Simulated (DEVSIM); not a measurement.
Structure: illuminated Si n-on-p cell, one wavelength, with a back-surface field, at 300 K.

```
layer (left to right)  material  thickness (μm)  Nd (cm⁻³)  Na (cm⁻³)  τn (s)  τp (s)  absorption coefficient (cm⁻¹)
---------------------  --------  --------------  ---------  ---------  ------  ------  -----------------------------
1                            Si           0.830     2.1e18          -  2.3e-6  2.3e-6                           1800
2                            Si             210          -     8.6e15  3.2e-5  3.2e-5                           1800
3                            Si           0.170          -     4.5e18  3.2e-5  3.2e-5                           1800
```

Left contact: ohmic, minority hole recombination velocity 500 cm/s. Right contact: ohmic, minority electron recombination velocity 400 cm/s. Voltage is applied to the left contact. Recombination: SRH at mid-gap, radiative, Auger. Light enters at the left, 1.5e18 photons cm⁻² s⁻¹, one pass, no reflection. Mobility is constant in doping. Where it depends on doping, it is μmin + (μ − μmin)/(1 + (N/Nref)^α).

Constants are typed, rounded textbook-type inputs, not results; the design itself was drawn at random and stands for no fabricated device. Values at 300 K; Nc and Nv go as T^1.5, mobilities as T to minus their exponent, the gap by Varshni's rule with the affinity fixed. The table also holds parameters that only a changed run uses.

| parameter | Si |
|---|---|
| gap (eV) | 1.124 |
| affinity (eV) | 4.05 |
| permittivity | 11.7 |
| Nc (cm⁻³) | 2.86e19 |
| Nv (cm⁻³) | 3.1e19 |
| μn (cm²/Vs) | 1417 |
| μp (cm²/Vs) | 470 |
| μn,min | 52 |
| μp,min | 45 |
| Nref,n | 9.7e16 |
| Nref,p | 2.2e17 |
| αn | 0.68 |
| αp | 0.72 |
| T exponent of μn | 2.3 |
| T exponent of μp | 2.2 |
| B (cm³/s) | 4.7e-15 |
| Cn (cm⁶/s) | 2.8e-31 |
| Cp (cm⁶/s) | 9.9e-32 |
| Varshni α (eV/K) | 0.000473 |
| Varshni β (K) | 636 |

Model (solved in DEVSIM): 1D drift-diffusion, Boltzmann statistics, complete ionisation; no tunnelling, impact ionisation, image-force lowering or self-heating.

Base results: dark forward voltage at 1 A/cm² (V) 0.749; short-circuit current (mA/cm²) 239; share of generated pairs collected at short circuit 0.993; fill factor 0.82.

**Question.** What follows from this one change: recombination velocity at the left contact 500 → 1e+06 cm/s?

**Answer.** dark forward voltage at 1 A/cm² 0.749 → 0.714 V; short-circuit current 239 → 224 mA/cm²; share of generated pairs collected at short circuit 0.993 → 0.932; fill factor little changed (0.83).

**Question.** What follows from this one change: thickness of layer 2 210 → 630 μm?

**Answer.** dark forward voltage at 1 A/cm² 0.749 → 0.737 V; short-circuit current little changed (238 mA/cm²); share of generated pairs collected at short circuit little changed (0.990); fill factor little changed (0.81).

**Question.** What follows from this one change: doping Na of layer 2 8.6e+15 → 2.6e+16 cm^-3?

**Answer.** dark forward voltage at 1 A/cm² 0.749 → 0.755 V; short-circuit current little changed (239 mA/cm²); share of generated pairs collected at short circuit little changed (0.993); fill factor 0.82 → 0.84.

**Question.** What follows from this one change: temperature 300 → 450 K?

**Answer.** dark forward voltage at 1 A/cm² 0.749 → 0.478 V; short-circuit current little changed (238 mA/cm²); share of generated pairs collected at short circuit little changed (0.990); fill factor 0.82 → 0.63.
